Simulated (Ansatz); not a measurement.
Functionals compared on a constructed model of the (110) surface of bcc Nb, a pseudomorphic layer of Si in the host's stacking (bottom of the slab: a bare face, its two planes held), in Ansatz (plane waves, PAW). The structure was relaxed with PBE; the other rows are single points on it. Cutoff 420 eV (500 eV for r2SCAN).

Slab: 7 atoms, 14.1 Å thick at the start; k 14x14x1, smearing 0.1 eV, dipole-corrected; 2 atoms held, the rest relaxed; symmetry of the start imposed; no spin, no spin-orbit, no U. It is one candidate, not shown to be the stable structure of the face. These notes are the PBE run's.

```csv
functional,work function of the top face (eV),rough cost of the single point
PBE,5.24,–
RPBE,(withheld),roughly 50 core-seconds
r2SCAN,5.39,around 80 core-seconds (rough)
```

Question: Some entries are withheld; supply them.

Answer: 
- RPBE, work function of the top face (eV): 5.18

Ansatz is an electronic-structure program.
